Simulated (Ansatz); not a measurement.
# GaP: energy against volume

GaP (zinc blende, F-43m, 20.865 Å³/atom and stress up to 0.01 GPa in the relaxed cell, cube axes along x, y and z) under an equal strain ε along all three axes. PBE in Ansatz, a plane-wave DFT program (PAW, default set), 420 eV, 10×10×10 Γ-centred mesh, Fermi-Dirac smearing 0.05 eV; ions are relaxed, or left where forces stay under 0.02 eV/Å, within the symmetry of each cell.

Here V stands for volume and E for E less E0.

```csv
volume (Å³/atom),E less E0 (meV/atom),pressure (GPa)
19.0428,?,?
19.6378,19.39,5.34
19.9399,10.72,3.87
20.2451,4.69,2.49
20.5534,1.15,1.20
20.8648,0.00,0.01
21.1794,1.09,-1.10
21.4971,4.31,-2.13
21.8179,9.56,-3.09
22.1419,16.72,-3.97
```

Task: Using the third-order Birch-Murnaghan form, a cubic in V^(-2/3), estimate the missing E at V = 19.0428 from the other rows, showing the fit.

Result: With u = V^(-2/3) - 0.132, the rows have u = 0.005385, 0.003993, 0.002623, 0.001274, -0.000056, -0.001366, -0.002656, -0.003927, -0.005179. Least squares gives E = -0.001 + 83.3·u + 646235·u² + 1302957·u³. Residuals (row less fit): -0.001, 0.002, 0.003, -0.007, 0.004, 0.002, -0.002, 0.001, 0.000; standard error 0.004 (degrees of freedom: 5). Its minimum lies at u = -0.000064, so V0 = (0.131936)^(-3/2) = 20.87. There d²E/du² = 1292000 and d³E/du³ = 7818000, so B0 = (4/9) × 20.87^(-7/3) × 1292000 × 0.160218 = 76.7 GPa (the last factor turns the table's units into GPa), and B0' = 4 + (2/3) × 0.131936 × (7818000)/1292000 = 4.5. B0' rests on the cubic coefficient alone and has a standard error of 0.1 from these residuals. At the withheld row, u = 0.008232, so E = -0.001 + 83.3 × 0.008232 + 646235 × 0.008232² + 1302957 × 0.008232³ = 45.204 meV/atom. The calculation gives 45.16 meV/atom, 0.044 meV/atom below the prediction (0.1 % of the range of E in the table). The row lies outside the fitted rows, so this is an extrapolation. The scatter of the fitted rows lies at the last printed digit.

Other structures, which can take over under pressure, weren't tried. The same form fitted to the pressure column gives B0' = 4.5; series where the two differ by over 0.4 aren't shown. Rows are the converged runs of the series near zero and its far end, less any whose ions stayed unrelaxed beside relaxed ones; series whose fitted rows scatter by over a few per cent of the range, as at a crossing or softening among them, aren't shown in this form.
